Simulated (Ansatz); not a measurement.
The starting structures come from a database of crystals and need not be the phases stable at ambient conditions.

 Where the default PAW files enter, the runs use the earlier of Ansatz's two default sets.

Tunnelling through a barrier is set by its complex band structure: the current falls as exp(−2κd) with the smallest κ.

Input:

```
CELL_PARAMETERS angstrom
      3.78818     0.00000     0.00000
      0.00000     3.78818     0.00000
      0.00000     0.00000     5.45561
ATOMIC_POSITIONS crystal
  Al 0.50000 0.50000 0.50000
  Ga 0.00000 0.00000 0.00000
  P  0.00000 0.50000 0.25039
  P  0.50000 0.00000 0.74961
```

Space group of this cell: P-4m2. The cell is strained (lengths across the current scaled by 0.98, ions clamped); by PBEsol its mean pressure is 3.4 GPa.

Transport runs along the normal of the first two printed cell vectors, the (001) (indices of the unstrained crystal) plane of the conventional cell.

No gap correction and no spin-orbit coupling; mid-gap values are interpolated between computed energies.

**Question.** Predict the band gap and the smallest decay constant κ at mid-gap from PBEsol run with Ansatz (an electronic-structure program).

**Answer.** Gap 1.33 eV on a 8×8×6 mesh; κ = 0.169 1/Å, at (0.500, 0.000) of the in-plane reciprocal vectors. At the zone centre, at the nearest computed energy, the slowest state has κ = 0.17 1/Å.
